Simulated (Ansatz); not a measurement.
Take MgTe in the zinc blende structure (space group F-43m, No. 216; a = 6.439 Å) as the base. Axes: x, y, z lie along the cube axes.

Level of theory: PBEsol in Ansatz (plane waves to 420 eV, PAW, scalar-relativistic without spin-orbit coupling).

Base values:

- Valence-band top at Γ: 0.00, 0.00, 0.00 eV

One thing is altered: a pure shear with ε_xy = ε_yx = 0.0200; the atoms relax in the strained cell.

Task: Estimate the effect on the stress.

Result: The stress (xx, yy, zz, yz, xz, xy; compression positive) is (-0.01, -0.01, -0.04, 0.00, 0.00, -0.66) GPa.

Task: Predict the new valence-band top at Γ.

Result: The valence-band top at Γ (three highest levels, from the VBM) changes from 0.00, 0.00, 0.00 eV to 0.00, -0.14, -0.25 eV.

Spin-orbit coupling, missing from the scalar runs, can matter with Te. The levels and masses belong to the bands next to the band gap. Stability against distortions was not tested.

Ansatz is an electronic-structure program.
